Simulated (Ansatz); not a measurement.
# A constructed model of the (110) surface of bcc W, a cell of two sites (a+b, b-a) surface alloy, Ti on one W site of the top plane (bottom of the slab: a bare face, its two planes held)

Computed with PBE (plane waves to 420 eV, PAW; Ansatz, an electronic-structure program).

Set-up: 12 atoms, 11.3 Å thick at the start with caps and adatoms (thin: gaps and levels are the slab's own); mesh 12x8x1; 0.1 eV smearing; dipole correction on; 4 atoms held, the rest relaxed; held to the start's symmetry, so lower structures may exist; no spin, no spin-orbit, no U. It is one candidate, not shown to be the stable structure of the face.

work function of the top face: 4.62 eV
energy released by relaxation: 0.070 eV
cost: very roughly 12 core-minutes
